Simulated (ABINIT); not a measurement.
A self-consistent single point of CdO (Fm-3m, 2 atoms in the cell) with ABINIT.

Level of theory: PBE, spin-orbit coupling, PAW (JTH v2.0 PBE PAW) (plane waves; ABINIT).

```
CdO
1.0
    0.00000     2.35000     2.35000
    2.35000     0.00000     2.35000
    2.35000     2.35000     0.00000
Cd O
1 1
Cartesian
  0.00000   0.00000   0.00000
  2.35000   2.35000   2.35000
```

Reference input (self-consistent single point, DFT, PBE, plane waves, PAW (JTH v2.0 PBE PAW)): pseudos = [Cd.GGA_PBE-JTH.xml, O.GGA_PBE-JTH.xml]; ecut = 653 eV; pawecutdg = 1306 eV; pawxcdev = 0; ixc = 11; occopt = 3; tsmear = 0.00073499 Ha; ngkpt = 8 8 8; nshiftk = 1; shiftk = 0 0 0; potentials = JTH v2.0 PBE PAW; nband = 14. This run's input differs from it in these lines:

```diff
@@ -20,6 +20,8 @@
 ixc 11
+nspinor 2
+nspden 1
 occopt 3
 tsmear 0.00073499
-nband 14
-kptopt 1
+nband 30
+kptopt 4
 ngkpt 8 8 8
```

Output (repeated stretches shortened):

```
--- !BeginCycle
solver: {iscf: 17, nstep: 60, nline: 4, wfoptalg: 10, }
tolerances: {tolvrs: 1.00E-11, }
...

     iter   Etot(hartree)      deltaE(h)  residm     nres2
 ETOT  1  -63.613726241597    -6.361E+01 5.682E-01 2.507E+01
 ETOT  2  -63.716120312135    -1.024E-01 2.728E-01 1.726E+01
 ETOT  3  -63.698865772086     1.725E-02 7.671E-02 7.040E-01
 ETOT  4  -63.699147971074    -2.822E-04 2.994E-02 7.564E-02
 ETOT  5  -63.699084889572     6.308E-05 1.264E-02 1.755E-03
   [... 3 lines left out ...]
 ETOT  9  -63.699091808809    -8.560E-10 4.085E-03 2.482E-08
 ETOT 10  -63.699091808873    -6.468E-11 1.028E-02 4.397E-10
 ETOT 11  -63.699091808881    -7.290E-12 1.502E-02 3.026E-11
 ETOT 12  -63.699091808881    -5.258E-13 1.350E-02 3.266E-12
 At SCF step   12       nres2   =  3.27E-12 < tolvrs=  1.00E-11 =>converged.

 Cartesian components of stress tensor (hartree/bohr^3)
  sigma(1 1)= -1.87387604E-04  sigma(3 2)=  0.00000000E+00
  sigma(2 2)= -1.87387604E-04  sigma(3 1)=  0.00000000E+00
  sigma(3 3)= -1.87387604E-04  sigma(2 1)=  0.00000000E+00

 ----iterations are completed or convergence reached----

 reduced coordinates (array xred) for    2 atoms
       0.000000000000      0.000000000000      0.000000000000
       0.500000000000      0.500000000000      0.500000000000
 cartesian forces (eV/Angstrom) at end:
    1     -0.00000000000000    -0.00000000000000    -0.00000000000000
    2     -0.00000000000000    -0.00000000000000    -0.00000000000000
 frms,max,avg= 0.0000000E+00 0.0000000E+00   0.000E+00  0.000E+00  0.000E+00 e/A
   [... lines left out ...]
 Fermi (or HOMO) energy (eV) =   6.09523   Average Vxc (eV)= -11.08889
   [... lines left out ...]
'-kT*entropy'       : -9.67541944868688E-06
total_energy        : -6.36990920872008E+01
total_energy_eV     : -1.73334044631831E+03
...

-Cartesian components of stress tensor (GPa)         [Pressure=  5.5131E+00 GPa]
- sigma(1 1)= -5.51313273E+00  sigma(3 2)=  0.00000000E+00
- sigma(2 2)= -5.51313273E+00  sigma(3 1)=  0.00000000E+00
- sigma(3 3)= -5.51313273E+00  sigma(2 1)=  0.00000000E+00

 Calculation completed.
```

The run converged in 12 iterations. Against the reference run the pressure moves little (5.57 to 5.51 GPa).

The starting cell has typed, rounded lattice constants, without a prior relaxation at this level. With a pressure of about 6 GPa the cell is away from its equilibrium volume at this level. The run gives no clean gap (levels at the Fermi energy touch, overlap or are partly filled at this smearing), which alone does not show that the compound is a metal.

Cost on one core of a shared machine: roughly 2 min.
